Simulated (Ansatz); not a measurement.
Worked calculations on one periodic cell of amorphous Si26O46: Si26O46, 72 atoms, volume 1051.7 Å³, made by a melt-quench on the CHGNet potential and relaxed with DFT. O atoms were pushed apart under 1.9 Å during the dynamics, to hinder bonds among them. It is a model cell: composition and starting density were chosen by hand, and all elements were melted together. Cycles of charging were run to anneal it. All values below come from PBE, scalar-relativistic without spin-orbit coupling (plane waves to 420 eV, PAW; Ansatz, a program for electronic structure). Sampling: a 2×2×2 Γ-centred mesh; Fermi-Dirac width 0.02 eV; no spin polarisation. Its volume was held where the quench left it, its shape was free, and it stands at a mean pressure of 2.0 GPa with stress components up to 2.0 GPa; the relaxation ran on the zone centre alone. Its density went from a set 2.31 to 2.32 g/cm³. The cell is small and was quenched far faster than a real film, so it is one sample of the glass.

Problem. Count formal charges (Si +4, O -2). What does the count lead one to expect at the Fermi level, and what does the calculation give?

Solution. 26 × (+4) + 46 × (-2) = +12. 12 electrons are left on cation states, in cation-cation bonds, defect levels or the conduction band. On this mesh the highest filled and lowest empty level lie 1.26 eV apart; localised defect or tail levels set that (at the zone centre the more localised edge state sits most on one Si atom with neighbours O 1.63 Å, O 1.66 Å, Si 2.37 Å), and the nearest spread-out levels lie 4.5 eV apart.

Four energies for an added electron at PBE on the zone centre alone (charged cells in a uniform background, spin-polarised): neutral at the neutral geometry -42698.238 eV; charged at the neutral geometry -42692.325 eV; charged and relaxed -42692.833 eV; neutral at the charged geometry -42697.781 eV.

Problem. Find the two relaxation energies and their sum, the reorganisation energy.

Solution. On charging: -42692.325 − (-42692.833) = 0.508 eV. On discharging: -42697.781 − (-42698.238) = 0.457 eV. The sum is 0.965 eV. The carrier's level spreads over 6 of the 72 atoms' worth, so it counts as localised, most on one Si atom with neighbours O 1.63 Å, O 1.66 Å, Si 2.37 Å (neutral geometry). The values are uncorrected: the image energy of a point charge in this cell, 2.84 × 14.40 / (2 × 10.2) = 2.0 eV before screening, is screened by electrons alone at the fixed geometry and by ions too after relaxing, and the carrier can be spread before it relaxes, so each term can be off by up to that value times 1/ε∞, some tenths of an eV. PBE's self-interaction favours spread-out carriers, so a hybrid can localise more.

Four energies for a hole at PBE on the zone centre alone (charged cells in a uniform background, spin-polarised): neutral at the neutral geometry -42698.238 eV; charged at the neutral geometry -42702.215 eV; charged and relaxed -42702.671 eV; neutral at the charged geometry -42697.706 eV.

Problem. Find the two relaxation energies and their sum, the reorganisation energy.

Solution. On charging: -42702.215 − (-42702.671) = 0.456 eV. On discharging: -42697.706 − (-42698.238) = 0.532 eV. The sum is 0.988 eV. The carrier's level spreads over 6 of the 72 atoms' worth, so it counts as localised, most on one Si atom with neighbours O 1.66 Å, O 1.67 Å, Si 2.38 Å (neutral geometry). The values are uncorrected: the image energy of a point charge in this cell, 2.84 × 14.40 / (2 × 10.2) = 2.0 eV before screening, is screened by electrons alone at the fixed geometry and by ions too after relaxing, and the carrier can be spread before it relaxes, so each term can be off by up to that value times 1/ε∞, some tenths of an eV. PBE's self-interaction favours spread-out carriers, so a hybrid can localise more.

The cell was scaled and its atoms relaxed again at each volume (the zone centre alone): 988.6 Å³, 4.43 GPa; 1020.1 Å³, 3.18 GPa; 1051.7 Å³, 1.97 GPa.

Problem. Estimate the bulk modulus over this range from B = −dP/d ln V.

Solution. Between the ends: −(1.97 − 4.43) / ln(1051.7/988.6) = 40 GPa, a mean over the range at 0 K with the atoms relaxed.
